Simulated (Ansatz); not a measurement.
By PBEsol, the system below comes out a metal.

The ballistic (Sharvin) conductance counts the channels at the Fermi level: G/A = (e²/h) × channels of both spins per area.

Input:

```xyz
1
Lattice="2.7325 0.0000 0.0000 -1.3662 2.3664 0.0000 1.3662 0.7888 2.2310" Properties=species:S:1:pos:R:3 pbc="T T T"
Pt     0.0000     0.0000     0.0000
```

The cell is strained (all lengths scaled by 0.98); by PBEsol it stands under a pressure of 13.4 GPa.

The current flows along the normal of the first two printed cell vectors, the (111) plane of the conventional cell. No spin-orbit coupling; the value is a mean over 0.1 eV about the Fermi level.

Task: Predict the ballistic conductance per area from PBEsol run with Ansatz (a program for electronic structure).

Result: 2.1 × 10¹⁵ S/m² for both spins.
